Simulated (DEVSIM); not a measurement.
Device: TaN/HfO2/SiO2/p-Si capacitor, at 250 K.

| layer (left to right) | material | thickness (nm) | Na (cm⁻³) |
|---|---|---|---|
| 1 | HfO2 | 23.0 | - |
| 2 | SiO2 | 0.800 | - |
| 3 | Si | 1900 | 9.5e16 |

Metal gate on the left, work function 4.4 eV. Fixed charge at the semiconductor interface 2.5e11 cm⁻² (in units of +e); interface traps 2.1e12 cm⁻² eV⁻¹, uniform in energy, neutral level at 0.3 of the gap above the valence band.

Constants are typed, rounded textbook-type inputs, not results; the design itself was drawn at random and stands for no fabricated device. Values at 300 K; Nc and Nv go as T^1.5, mobilities as T to minus their exponent, the gap by Varshni's rule with the affinity fixed.

```csv
parameter,HfO2,SiO2,Si
gap (eV),5.7,9,1.124
affinity (eV),2.5,0.9,4.05
permittivity,22,3.9,11.7
Nc (cm⁻³),-,-,2.86e19
Nv (cm⁻³),-,-,3.1e19
Varshni α (eV/K),-,-,0.000473
Varshni β (K),-,-,636
```

DEVSIM, 1D Poisson equation in equilibrium, Boltzmann statistics, complete ionisation; no quantum confinement or tunnelling. Metal contacts follow the ideal Schottky-Mott rule: no Fermi-level pinning, no interface dipoles.

Base results: minimum of the low-frequency capacitance (μF/cm²) 0.271; flat-band voltage (V) -0.83; capacitance of the dielectric stack (μF/cm²) 0.708.

What follows from this one change: temperature 250 → 500 K?

minimum of the low-frequency capacitance 0.271 → 0.292 μF/cm²; flat-band voltage -0.83 → -0.51 V; capacitance of the dielectric stack little changed (0.708 μF/cm²).

What follows from this one change: HfO2 thickness 0.023 → 0.028 μm?

minimum of the low-frequency capacitance 0.271 → 0.254 μF/cm²; flat-band voltage -0.83 → -0.86 V; capacitance of the dielectric stack 0.708 → 0.599 μF/cm².

What follows from this one change: gate work function 4.4 → 4.7 eV?

minimum of the low-frequency capacitance little changed (0.271 μF/cm²); flat-band voltage -0.83 → -0.53 V; capacitance of the dielectric stack little changed (0.708 μF/cm²).

What follows from this one change: fixed charge 2.5e+11 → -2.3e+12 cm^-2?

minimum of the low-frequency capacitance little changed (0.271 μF/cm²); flat-band voltage -0.83 → -0.25 V; capacitance of the dielectric stack little changed (0.708 μF/cm²).

What follows from this one change: substrate doping 9.5e+16 → 4.8e+15 cm^-3?

minimum of the low-frequency capacitance 0.271 → 0.240 μF/cm²; flat-band voltage -0.83 → -0.73 V; capacitance of the dielectric stack little changed (0.708 μF/cm²).

What follows from this one change: interface trap density 2.1e+12 → 0 cm^-2 eV^-1?

minimum of the low-frequency capacitance 0.271 → 0.0926 μF/cm²; flat-band voltage -0.83 → -0.72 V; capacitance of the dielectric stack little changed (0.708 μF/cm²).
